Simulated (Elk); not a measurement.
Band structure of SrGe₂Ir₂ (I4/mmm, 5 atoms in the cell).

```
Sr(GeIr)2
1.0
   -2.10214     2.10214     5.40077
    2.10214    -2.10214     5.40077
    2.10214     2.10214    -5.40077
Sr Ge Ir
1 2 2
Cartesian
  0.00000   0.00000   0.00000
  0.00000   0.00000   3.98264
  0.00000   0.00000   6.81890
  2.10214   0.00000   2.70038
  0.00000   2.10213   2.70038
```

Level of theory: PBEsol, all-electron FP-LAPW, Elk's shipped species files, APW+lo basis with extra local orbitals (Elk).

Settings: xctype = 22; rgkmax = 7.5; stype = 0; swidth = 0.00499791 Ha; ngridk = 7 7 7; gmaxvr = 18 1/bohr; lmaxapw = 10; lmaxo = 8; nxlo = 2; lorbcnd = true; lradstp = 2; nrmtscf = 2; rmtscf = 0.84; lmaxi = 4.

The starting cell comes from a database of computed structures (which also holds hypothetical and non-ambient phases and stackings), without a prior relaxation at this level. Spin-orbit coupling is off. Spin polarisation is off. Values depend on the basis (sphere radii, cutoffs, local orbitals), which need not be converged.

Levels in eV from the Fermi level, bands 45 to 52:
```tsv
point	45	46	47	48	49	50	51	52
Γ	-1.56	-0.93	-0.59	-0.59	0.45	0.74	3.05	3.05
X	-2.74	-1.43	-1.41	-1.07	-0.98	0.81	0.94	1.85
Y	-2.83	-1.84	-1.45	-0.85	-0.40	0.79	0.82	2.12
S	-2.49	-2.39	-2.23	0.41	0.58	1.13	3.24	3.41
Z	-0.93	-0.28	-0.28	0.45	0.55	1.70	2.20	4.26
S1	-2.49	-2.39	-2.23	0.41	0.58	1.13	3.24	3.41
N	-2.60	-2.56	-1.91	-0.91	1.07	1.99	2.18	3.58
P	-2.62	-1.42	-1.41	-1.05	-1.05	0.89	0.89	1.77
Y1	-2.83	-1.84	-1.45	-0.85	-0.40	0.79	0.82	2.12
```

Bands cross the Fermi level along this path, so the cell is metallic at this level.
